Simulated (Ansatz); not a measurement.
**Sensitivity of a calculation on Br (P6/mmm, 3 atoms in the cell) to its settings**

```yaml
crystal:
  lattice:
    - [5.29977, 0.00000, 0.00000]
    - [-2.64989, 4.58974, 0.00000]
    - [0.00000, 0.00000, 3.22341]
  atoms:
    - { symbol: Br, position: [0.00000, 0.00000, 0.00000] }
    - { symbol: Br, position: [0.33333, 0.66667, 0.50000] }
    - { symbol: Br, position: [0.66667, 0.33333, 0.50000] }
```

Base run A: PBE (Ansatz, a program for electronic structure), self-consistent single point.

Its settings: kpoints.mp_grid.grid = 5 5 7; hamiltonian.xc = pbe; hamiltonian.pseudopotentials = {kind: paw} (the program's default PAW files); scf.occupations.method = methfessel_paxton; scf.occupations.width = 0.1 eV.

The starting cell was generated: these elements placed on a structure prototype, without a prior relaxation; it need not be a known phase or ordering of this composition. Ansatz's pressure includes its estimate of the finite-basis (Pulay) stress.

ΔF is the free energy per atom less that of run A. A dash stands where there is no value to compare (another energy zero or no entropy term, no result, no spin, no clean gap, or a mesh too coarse for one). Absolute energies have different zeros for different potentials, functionals, Hubbard and dispersion terms and are not compared across them.

Run A gave: pressure (GPa) 1.09; k-points 20; valence electrons 21.

Runs:
- B: crystal.symmetry.detect: default → false
- C: scf.occupations.width: 0.1 eV → 0.05 eV
- D: kpoints.mp_grid.grid: 5 5 7 → 6 6 8; scf.occupations.width: 0.1 eV → 0.03 eV
- E: 2 x 2 x 1 supercell, mesh divided and rounded up; kpoints.mp_grid.grid: 5 5 7 → 3 3 7
- F: hamiltonian.dispersion: default → d3bj [PBE-D3BJ]
- G: scf.mixing.algorithm: default (the program chose MSR1) → msr1; scf.mixing.ndim: default → 3
- H: scf.mixing.preconditioner: default (the program chose none) → kerker
- I: scf.mixing.algorithm: default (the program chose MSR1) → broyden; scf.mixing.beta: default → 0.1

**Question.** What does run D change against A?

**Answer.** The free energy goes down by 2.1 meV/atom and the pressure stays near 1.05 GPa while the zz stress (positive for compression) goes from 1.12 to 0.80 GPa.

```tsv
run	ΔF (meV/atom)	pressure (GPa)	k-points	valence electrons
A	0.00	1.09	20	21
B	0.00	1.09	88	21
C	0.22	1.11	20	21
D	-2.1	1.05	35	21
E	-7.1	0.96	12	84
F	–	-0.62	20	21
G	0.00	1.09	20	21
H	0.00	1.09	20	21
I	0.00	1.09	20	21
```

Keys are those of Ansatz 0.2.
